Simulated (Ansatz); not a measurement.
Structure of amorphous Li$_{87}$P$_{30}$O$_{105}$N$_{9}$ (periodic cell):

```xyz
231
Lattice="13.7019 0.1914 0.1956 0.1914 13.5634 0.0200 0.1956 0.0200 13.4984" Properties=species:S:1:pos:R:3 pbc="T T T"
Li     2.7578     6.6076    10.7354
Li     3.8635     6.7082     7.7244
Li     3.9418    11.0113     0.1675
Li     6.7259     9.1449     6.0868
Li    10.1035     5.6221     4.4842
Li    10.9451    12.6339     4.0488
Li     4.1519     4.7886     5.9746
Li     3.9270     5.4340     3.2340
Li    13.2991     9.2090     9.0467
Li    12.8932    11.7068    11.7802
Li     2.6484     1.7700     1.6604
Li     8.2180     2.8020     0.1415
Li     3.0589     1.2065    11.7330
Li    13.4644    11.6515     4.0824
Li    11.3597     7.2568     3.7569
Li     1.9068     7.4376     4.9594
Li     6.1137    12.7411     6.6500
Li     1.1448     2.2811    12.9983
Li     1.0044     7.8123     0.4343
Li     6.2242     1.2106     4.5685
Li     2.5854    13.5944     4.9274
Li    10.9608     2.1634     9.2191
Li     5.2038     2.0996     9.9449
Li     2.6495     5.8271    13.3981
Li    11.7602     9.7539     5.3468
Li     0.6171     6.2331     9.7994
Li     7.1123     4.0847    11.1347
Li     2.6585    12.7371     2.7369
Li    13.5643     1.7626     5.6511
Li     4.5352     2.1113     7.1445
Li     8.3201     6.0869     9.1570
Li     6.1427    12.5016    11.5140
Li     7.7832     9.6650     1.4509
Li     2.0482    12.8666    10.7250
Li     3.8733     3.5362    12.2733
Li     7.7817     7.2228    12.0357
Li     5.7405     3.8637     4.2058
Li     2.1066    10.5440     4.1883
Li     8.7926     3.7600     5.9944
Li     8.0134    10.5232    11.2868
Li    10.3837     9.0838     9.9890
Li     5.6843     2.1170     2.2342
Li    12.0114     3.0177    13.0721
Li    10.1024     5.1260    12.0681
Li    13.8064     5.6750    13.1727
Li     1.0116     4.7337     5.1093
Li    10.3870     9.5836     2.4455
Li    11.4644     7.0165     0.6060
Li    11.7281    12.4974     6.6162
Li    10.0037    11.3682    12.4745
Li     9.3320    10.6290     7.2411
Li     8.2058    11.3057     4.1812
Li     5.6464    10.1344     8.2563
Li    13.4507     3.1184     8.5229
Li     0.2925     0.1086     3.0451
Li    10.8236     1.9913     2.5104
Li    12.3415     3.9198    10.8265
Li    11.8874     6.9649    11.4559
Li     5.5547     7.7609     9.9417
Li     7.9688    12.1173     9.4396
Li     1.4122     4.7642     8.1325
Li     7.3936     1.3514     8.6617
Li    10.0163     7.5985     7.0079
Li     1.7032    10.9702     8.4569
Li     2.7517     9.2983     6.7973
Li     8.2915     0.8982     3.2529
Li     4.5824     7.2739     5.1234
Li    12.4840     9.3775     0.2798
Li     7.3715     0.7069    11.2743
Li     6.8830     5.7872     5.5271
Li     2.2172     8.6003     9.4471
Li     3.5149     4.6535     8.8731
Li     9.6191    13.3522    10.9816
Li     2.4186     0.2124     7.6995
Li     1.7425    10.1997    11.9233
Li     2.4466     2.1674     9.4960
Li     4.9422    10.0641     2.7332
Li     7.8877    12.9548    13.2892
Li     8.8110     6.9985     1.8753
Li    12.7364     1.1923    11.1081
Li     0.6513    12.0994     5.9030
Li     6.1111     4.5806     0.7059
Li    13.6599     9.8118     6.6882
Li     1.6891     7.3668     7.4114
Li    10.0027     0.6742     0.2306
Li    12.0843     4.0158     6.3825
Li     6.2061     6.4621     3.2676
P      9.7662     8.5072    12.9718
P      9.5335    12.1294     1.5634
P     12.1782    13.0488     1.2456
P     11.1594    11.6487     9.5133
P      7.7498     8.8156     8.9354
P      4.7275    13.3995     9.1473
P      4.2962     7.9212     0.9323
P     13.5094     8.8233     3.1817
P      6.3553     4.2857     8.0864
P     13.8085     8.4445    11.7842
P      4.1082    10.7282    10.3257
P      5.5937     1.8669    13.0019
P      8.1381     4.0348     2.9548
P     11.2561     5.3523     8.7809
P     13.4659     3.2624     2.6724
P      1.9029     2.7576     6.4812
P     10.5980     4.6598     1.6662
P      8.7164    13.3777     6.2813
P      5.2926     6.1019    12.3424
P     12.6810     6.7745     6.5938
P     10.6181     1.5888     5.4569
P      1.1735     3.9692    11.1694
P      4.3831    11.0287     5.4849
P      0.8345     5.8322     2.6305
P      3.5656     2.5672     4.1884
P      9.6096     2.3038    11.3549
P      5.4723    12.4452     3.1382
P      8.5095     8.3822     4.5141
P     13.5145    13.3861     9.0689
P      1.3038    12.8641     0.0810
O     11.7381     0.9962     0.9831
O      8.3692     8.2912    13.6244
O      4.7948     7.1027     2.1294
O     11.3547     5.5046    10.3061
O      4.3791     9.3364     9.7141
O      9.9944     5.9703     8.1895
O     13.5161     9.9870    12.0778
O      2.5855    11.0077    10.3043
O      1.5473     5.4240    11.6599
O      0.9702     5.7103     1.1415
O      7.2768     2.7568     3.2777
O      8.0998    12.3643    11.4260
O      1.4100     0.3558    12.4229
O      4.5645     0.0989     7.5892
O      7.6455     7.7644    10.0934
O      0.7809     2.8286     1.3859
O      4.7842    11.0585    11.6555
O      0.8309     9.0046     4.0615
O     10.5966     8.8767     0.5802
O     12.7626    11.2370     5.7757
O      9.7762    11.4945     2.9618
O      5.9933     2.7628     8.3027
O      9.7704    12.2841     6.0478
O     13.8030    12.9709    10.5208
O      7.7938    13.5217     5.0536
O      9.6929     9.5755    11.8306
O     11.5398     3.8904     8.3579
O      7.0337     4.7955     9.3722
O     13.1511     7.9750    10.4178
O      8.5290     4.6584     4.3208
O      5.9308     0.2058     9.7586
O      7.3006     4.4353     6.8678
O      8.5462    11.2957     0.7140
O      0.3822     3.3589     6.4942
O      2.3411     6.3106     8.8696
O     10.6576     3.1058     5.5610
O      5.8132     0.2940     2.9533
O     12.5559    12.7672     2.7094
O      9.3296     1.2277     6.4586
O     13.4246     7.1389     3.1778
O     13.0417     1.3295     9.0175
O     10.1537     7.1407    12.3183
O     11.1393     4.6512    13.6545
O      8.9541     1.6581    10.0348
O      7.8439    13.2380     7.5356
O     11.8515     5.8521     5.6912
O      5.4158     7.5151    13.1232
O      6.2941     2.6342     0.5135
O      8.6927     8.6514     2.9823
O      5.6425    10.7647     6.3462
O      2.2560    11.5961    13.2863
O      4.3311    12.0489     2.1942
O      4.1088     1.8756    13.4668
O     13.8399     9.2912     1.7846
O     11.1618    12.1799    10.9634
O      9.1959     8.8345     8.3450
O      1.5900    13.5276     1.4246
O      5.6705     2.6489    11.6374
O     11.7804    10.2718     9.3658
O      6.6785     8.4445     7.8738
O      8.8962     3.6601    11.7304
O     13.4080     2.2052     3.7553
O      3.2219     7.6123     6.2639
O     10.2070     1.0459     4.0723
O     12.0339     9.1001     3.5617
O      1.6727     8.2697    11.3189
O      9.0038    13.5871     1.6666
O      3.1313    11.2396     6.3470
O      0.8719    12.6676     7.8983
O      6.1150     0.4264    12.8029
O      8.4919     9.7222     5.3257
O     13.6443     3.7534    12.3246
O      1.6725     1.2085     6.2211
O      2.9466     1.2814     3.5724
O     11.8448     0.8658     6.0137
O      0.4335     4.1441     9.7572
O      9.6928     7.5072     5.0254
O      7.1358     7.6765     4.7538
O      1.2127     9.2738     7.9050
O      7.2911     5.0999     2.1755
O      6.7511     5.6066    12.3243
O      2.0459     6.0958     3.4887
O      0.4851     6.4580     6.1238
O      9.0460     1.3065    12.4807
O     12.1675     8.2243     6.6481
O      4.8031     2.2549     5.1362
O     12.0971    12.6962     8.6245
O      2.8641     7.6102     0.5189
O      4.1472     3.3925     2.9908
O      5.0346     5.0822     7.7986
O     12.0007     3.5384     2.1616
O      4.7782    11.7029     9.1836
O      4.7497    12.4544     4.7048
O      4.6040     9.4159     1.0589
O      9.8018    11.7639     8.8542
O     12.5384     6.1923     8.1454
O      1.4242    12.3260     4.1302
O      0.1334     4.5071     3.2439
O      6.5130    11.3179     3.1872
O      4.6839     6.4082    10.9764
O     13.4003    12.5886     0.2616
O      4.4401     5.1319    13.1891
O      7.3840    10.2323     9.4647
O      4.0859     9.9872     4.3993
O      5.2179     5.5780     4.6396
N     10.9378    12.1726     0.6695
N      3.2781     0.4152     9.8475
N     10.6123     6.0348     2.3863
N      2.5341     3.4583     5.0932
N      9.4112     3.5392     1.9911
N     13.2430     7.5524    12.9700
N      2.6857     3.1120     7.7993
N     11.1911     2.3531    11.2753
N      2.3515     2.9492    11.2543
```

These are PBE, scalar-relativistic without spin-orbit coupling (plane waves to 420 eV, PAW; Ansatz, a program for electronic structure) values and carry that method's errors.

It comes from a melt-quench run on a machine-learned potential (CHGNet), relaxed afterwards by DFT. O and N atoms were pushed apart under 1.9 Å during the dynamics, to hinder bonds among them. The hot cell started wider than the set density and was brought back towards it in steps. It is the lowest in DFT energy of 8 quenches. It is a model cell: composition and starting density were chosen by hand, and all elements were melted together. No dispersion term was used. Its density started from a set value of 2.29 and ended at 2.21 g/cm³. The simulated quench (nominally 320 K/ps over its main leg) is rapid and tends to freeze in more defects than a deposited or slowly cooled glass has. A cell of this size samples the disorder only roughly. Volume and shape were free in the relaxation.

Bonds are counted up to Li-Li 2.86 Å, Li-P 2.61 Å, Li-O 2.66 Å, Li-N 2.68 Å, P-P 2.50 Å, P-O 1.98 Å, P-N 1.90 Å, O-O 1.58 Å, O-N 1.64 Å, N-N 1.70 Å. Two cations that share two anions don't count as bonded, nor two that share one unless they lie closer than Li-Li 2.78 Å, Li-P 2.54 Å, P-P 2.29 Å.

**Question.** Give the coordination numbers, mean bond lengths and angles.

**Answer.** 
```
Property                                                                                                                     Value
---------------------------------  -----------------------------------------------------------------------------------------------
Mean coordination of Li by anions  4.03 (15 with 3, 55 with 4, 16 with 5, 1 with 6); 60 close contacts or bonds to cations besides
Mean coordination of P by anions                                                                                  4.00 (30 with 4)
Mean coordination of O                                                  4.07 (26 with 3, 56 with 4, 15 with 5, 6 with 6, 2 with 7)
Mean coordination of N                                                                         4.89 (3 with 4, 4 with 5, 2 with 6)
Mean Li-O bond                                                                               2.059 Å (spread 0.180 Å, 319 counted)
Mean P-O bond                                                                                1.572 Å (spread 0.055 Å, 108 counted)
Mean Li-Li close contact                                                                      2.686 Å (spread 0.079 Å, 30 counted)
Mean Li-N bond                                                                                2.102 Å (spread 0.142 Å, 32 counted)
Bond angle at Li                                                                                         mean 103.1°, spread 27.6°
Bond angle at P                                                                                           mean 109.3°, spread 4.7°
Bond angle at O                                                                                          mean 107.3°, spread 24.3°
Bond angle at N                                                                                          mean 104.6°, spread 25.8°
```
